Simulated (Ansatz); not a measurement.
```yaml
crystal:
  lattice:
    - [3.60619, 0.00000, 0.00000]
    - [0.00000, 5.09993, 0.00000]
    - [0.00000, 0.00000, 22.21238]
  atoms:
    - { symbol: Ni, position: [0.75000, 0.49352, 0.33543] }
    - { symbol: Ni, position: [0.25000, 0.75648, 0.33543] }
    - { symbol: Ni, position: [0.25000, 0.99867, 0.41806] }
    - { symbol: Ni, position: [0.75000, 0.25133, 0.41806] }
    - { symbol: Ni, position: [0.75000, 0.49984, 0.50000] }
    - { symbol: Ni, position: [0.25000, 0.75016, 0.50000] }
    - { symbol: Ni, position: [0.25000, 0.99867, 0.58194] }
    - { symbol: Ni, position: [0.75000, 0.25133, 0.58194] }
    - { symbol: Ni, position: [0.75000, 0.49352, 0.66457] }
    - { symbol: Ni, position: [0.25000, 0.75648, 0.66457] }
```

Spin-polarised, with starting moments of sign Ni+ Ni+ Ni+ Ni+ Ni+ Ni+ Ni+ Ni+ Ni+ Ni+.

The values are results of Kohn–Sham DFT with the PBE functional, run in Ansatz (a program for electronic structure) with PAW and 420 eV plane waves, no spin-orbit coupling, not measurements. k-mesh 13×9×1 (Γ-centred); smearing 0.05 eV (Fermi–Dirac). The cell is a slab with vacuum along z.

Question: Predict the band gap, largest site moment and layer's space group.

Answer: 
* **Band gap**: zero
* **Largest site moment**: 0.91 μB
* **Layer's space group (with vacuum)**: Pmma (No. 51)

Other magnetic orders, which the real material may have, were not ruled out. No phonon test of stability was made. The cell was made from Ni in the diamond structure (space group Fd-3m, No. 227; ferromagnetic; a hypothetical phase, not in the database extracts checked) by this change: a free-standing slab of 5 layers (10 atoms, 2 a layer) is cut normal to [110], with 15 Å of vacuum and the in-plane cell held at bulk.
